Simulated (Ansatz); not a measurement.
Terminations of the (100) surface of fcc Ir, measured from the surface 'clean 1x1'. Atoms come from or go to: Ag: fcc Ag, Cr: bcc Cr, antiferromagnetic, Ga: alpha gallium, Ir: fcc Ir, Mn: fcc-type Mn, layered antiferromagnet, Pd: fcc Pd, Rh: fcc Rh, Sc: hcp Sc, Sn: beta tin, V: bcc V. ΔE is the energy of forming the row's surface from that one (negative: more stable at these reservoirs); the vacuum level's shift is aligned on the shared bottom. No zero-point or thermal terms. These are constructed structures in small cells; real faces may alloy, dewet or reconstruct in larger ones, and not all known structures of the face are among them. Slabs of about 10 Å with all that they carry, Fermi-Dirac smearing of 0.1 eV. Bottom of the slabs: a bare face, its two planes held. Relaxed from the named starts with such symmetry as they have, on meshes of like density; energies extrapolated to zero smearing; no spin-orbit coupling, no U. Spin-polarised runs, if any, are marked in brackets, and their order is one that fits the cell; the others ran without spin. A dash marks a value that is undefined for that row (no clear gap, or no work function of a gapped slab) or was not read reliably on its mesh.

Computed with PBE (plane waves to 420 eV, PAW; Ansatz, a program for electronic structure).

```csv
surface,atoms added per 1x1,ΔE per 1x1 (eV),shift of the vacuum level (eV),work function (eV)
a layer of Pd in place of the second plane,"-1 Ir, +1 Pd",0.46,0.10,5.66
"a layer of Cr in place of the second plane [spin start, no net moment]","+1 Cr, -1 Ir",-0.66,-0.53,4.97
a layer of Sn in place of the second plane,"-1 Ir, +1 Sn",1.06,-0.14,5.34
a layer of Sc in place of the second plane,"-1 Ir, +1 Sc",-1.56,-0.76,4.78
clean 1x1,none,0.00,0.00,5.55
"a pseudomorphic layer of Mn in the host's stacking [spin, 4.0 μB a cell]",+1 Mn,-0.30,-1.64,3.91
a layer of Ga in place of the second plane,"+1 Ga, -1 Ir",(withheld),-0.01,5.49
a layer of Rh in place of the second plane,"-1 Ir, +1 Rh",(withheld),0.01,5.56
"a pseudomorphic layer of V in the host's stacking [spin start, no net moment]",+1 V,-0.38,-0.92,4.63
a pseudomorphic layer of Ga in the host's stacking,+1 Ga,-1.10,-0.59,4.96
a layer of Ag in place of the second plane,"+1 Ag, -1 Ir",(withheld),0.17,5.73
a pseudomorphic layer of Sc in the host's stacking,+1 Sc,(withheld),-1.20,4.35
```

Complete the blanks.


- a layer of Ga in place of the second plane, ΔE per 1x1 (eV): -0.41
- a layer of Rh in place of the second plane, ΔE per 1x1 (eV): 0.02
- a layer of Ag in place of the second plane, ΔE per 1x1 (eV): 1.14
- a pseudomorphic layer of Sc in the host's stacking, ΔE per 1x1 (eV): -1.04
